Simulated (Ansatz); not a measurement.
Checking a run of Ansatz (a quantum-chemistry and plane-wave program) on Lu2Mo2C3 (C2/m, 7 atoms in the cell). The aim is a self-consistent single point with DFT, PBEsol, plane waves, default PAW files made with PBE.

Cell that was meant: a = 5.8428 Å, b = 5.8428 Å, c = 5.5785 Å, α = 108.41°, β = 108.41°, γ = 33.10°.

Part of the input:

Ansatz 0.2 input:
```yaml
    - { symbol: C, position: [0.729920, 0.729920, 0.751840] }
    - { symbol: C, position: [0.000000, 0.000000, 0.000000] }
kpoints:
  mp_grid: { grid: [1, 1, 1] }
hamiltonian:
  xc: pbesol
  pseudopotentials: { kind: paw }
```

Output (repeated stretches shortened):

```
WARN basis.ecutwfc = 420 eV, the default
WARN ansatz: RAYON_NUM_THREADS=1 ignored (pool sized by the plan → 1); use --threads N
   [... lines left out ...]
PAW frozen core: C, regenerated for the run's functional, and the local potential with it
Initial density: superposition of atomic densities (neutral atoms: chi_scale 0, normalization atom), corrected by the library's trained network
Initial wavefunctions: pseudopotential atomic-orbital guess
Eigensolver: davidson
Functional: x = pbesol(κ = 0.804, μ = 0.12345679012345678), c = pbesol(β = 0.046)
SCF iter   1: F=—  HF=-39759.776919 eV  |F-HF|=—  |Δ(HF+E_count)|=         —  Δρ=3.96e-2  dr2=1.91e0  ethr=1.77e-3  ⟨swp⟩=7.0  Hψ=226  notcnv=0
all-band conjugate gradients solve this SCF's bands
preconditioner: auto → Resta (q_TF=auto, 2.689 Å⁻¹)
SCF iter   2: F=—  HF=-39759.519317 eV  |F-HF|=—  |Δ(HF+E_count)|=   2.58e-1  S|Δr|=    0.00e0  Δρ=2.23e-2  dr2=5.60e-1  ethr=1.77e-3  ⟨swp⟩=3.0  Hψ=75  notcnv=0  defer=2
   [... lines left out ...]
SCF iter   8: F=—  HF=-39759.382022 eV  |F-HF|=—  |Δ(HF+E_count)|=   1.63e-5  S|Δr|=    0.00e0  Δρ=2.40e-5  dr2=8.28e-7  ethr=9.31e-9  ⟨swp⟩=2.0  Hψ=97  notcnv=0  defer=2
SCF iter   9: F=—  HF=-39759.382022 eV  |F-HF|=—  |Δ(HF+E_count)|=   6.98e-8  S|Δr|=    0.00e0  Δρ=1.13e-5  dr2=1.19e-7  ethr=9.20e-10  ⟨swp⟩=2.0  Hψ=95  notcnv=0  defer=2
SCF iter  10: F=-39759.382022 eV  HF=-39759.382022 eV  |F-HF|=4.97e-9  |Δ(HF+E_count)|=   8.88e-8  S|Δr|=    0.00e0  Δρ=6.25e-6  dr2=1.91e-8  ethr=1.11e-10  ⟨swp⟩=15.0  Hψ=336  notcnv=0
SCF 1 converged in 10 iterations: F = -39759.382022 eV  dr2 = 1.91e-8
Stability not checked (fill_not_monotonic)
Free energy (F): -39759.382022 eV
Internal energy: -39759.382022 eV  (E = F + TS)
E sigma→0 (E₀):  -39759.382022 eV
Fermi energy:    17.302450 eV
--- Forces (eV/Å), atoms counted from 1 ---
  atom   1  Lu    -1.81896638     0.00000000    -1.39124559
  atom   2  Lu     1.81896638     0.00000000     1.39124559
  atom   3  Mo    -2.97918946     0.00000000     0.12991926
  atom   4  Mo     2.97918946     0.00000000    -0.12991926
   [... lines left out ...]
  atom   7  C      0.00000000     0.00000000     0.00000000
--- Stress (GPa, compression-positive) ---
       -1.980432       0.000000      13.831301
        0.000000       9.873074       0.000000
       13.831300       0.000000      -9.897718
  P = ⅓ Tr σ = -0.6684 GPa (-6.684 kbar)
  The stress holds the Pulay correction. Without it, at fixed plane waves, as pw.x and ABINIT print it: P = -0.8353 GPa
```

**Question.** Can these results be used? Check the input.

**Answer.** The run is not sound. The fault is a single k-point for a small metallic cell. One k-point cannot sample the Fermi surface of a small cell. To fix it, use a converged k-point mesh. The run converged in 10 iterations without an error; against the sound input the free energy goes up by 207 meV/atom, the pressure goes from -4.30 to -0.67 GPa and the largest force goes from 0.156 to 4.079 eV/Å.

The sound input it was made from differs as follows (other fixes are possible):
```diff
-  mp_grid: { grid: [1, 1, 1] }
+  mp_grid: { grid: [5, 5, 3] }
```

With that input, the run converged in 8 iterations: free energy E − TS (on the zero of these files) -39760.8288 eV; Fermi level (on the code's own zero) 16.71 eV; pressure -4.30 GPa; largest force (vector length) 0.156 eV/Å (DFT, PBEsol, plane waves, default PAW files made with PBE).

On the sound input: the starting cell comes from a database of computed structures (which also holds hypothetical and non-ambient phases and stackings), without a prior relaxation at this level. Spin polarisation is off. With a pressure of about -4 GPa the cell is away from its equilibrium volume at this level. Ansatz's pressure includes its estimate of the finite-basis (Pulay) stress. Without a gap this mesh is coarse (it stands for a supercell whose shortest vector is 17 Å).
